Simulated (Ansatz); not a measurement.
Take KF in the rock salt structure (space group Fm-3m, No. 225) as the base.

```xyz
2
Lattice="0.0000 2.7104 2.7104 2.7104 0.0000 2.7104 2.7104 2.7104 0.0000" Properties=species:S:1:pos:R:3 pbc="T T T"
F      0.0000     0.0000     0.0000
K      2.7104     2.7104     2.7104
```

Level of theory: PBE/PAW in Ansatz (an electronic-structure program), scalar-relativistic without spin-orbit coupling.

Before the change:

| Item | Value |
|---|---|
| Valley order | Γ 5.96 eV; X along ⟨100⟩ 8.17 eV |
| Electron mass | 0.55 mₑ (at Γ) |

The change: cell and atoms relaxed at a pressure of 9 GPa.

Predict the new valley order and electron mass.

The valley order (the lowest conduction-band minima on the path, energy above the VBM, named in the base's zone) becomes Γ 7.05 eV; X along ⟨100⟩ 8.30 eV (base: Γ 5.96 eV; X along ⟨100⟩ 8.17 eV); the electron mass goes from 0.55 mₑ (at Γ) to 0.53 mₑ (at Γ).

The levels and masses belong to the bands next to the band gap. Load acts through the strain it causes; cell and atoms are relaxed under it. Effective masses come from finite differences of ±0.01 Å⁻¹. No phonon test of stability was made. Competing high-pressure phases were not computed.
